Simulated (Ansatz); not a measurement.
Reference: AlAs (F-43m), PBEsol with spin-orbit coupling, rigid bands (plane waves, PAW; Ansatz, an electronic-structure program); axes and stresses refer to this cell.

```yaml
crystal:
  lattice:
    - [0.00000, 2.83740, 2.83740]
    - [2.83740, 0.00000, 2.83740]
    - [2.83740, 2.83740, 0.00000]
  atoms:
    - { symbol: Al, position: [0.00000, 0.00000, 0.00000] }
    - { symbol: As, position: [0.75000, 0.75000, 0.75000] }
```

electron conductivity mass: 0.33 mₑ
band gap: 1.25 eV
hole conductivity mass: 0.59 mₑ

**Question.** After one change the values are electron conductivity mass 0.32 mₑ; band gap 1.15 eV; hole conductivity mass 0.40 mₑ. Name the change that produced these shifts.
A. uniaxial stress along [111] of 2 GPa (compression positive)
B. uniaxial stress along [110] of -1 GPa (compression positive)
C. uniaxial stress along [111] of 1 GPa (compression positive)
D. uniaxial stress along [111] of -2 GPa (compression positive)

**Answer.** A, uniaxial stress along [111] of 2 GPa (compression positive)

Masses are for dilute carriers at 300 K, harmonic means over directions unless an axis is named. Stresses and pressures are the targets of the relaxation.  The structure type is held under load, also where the real crystal would transform.
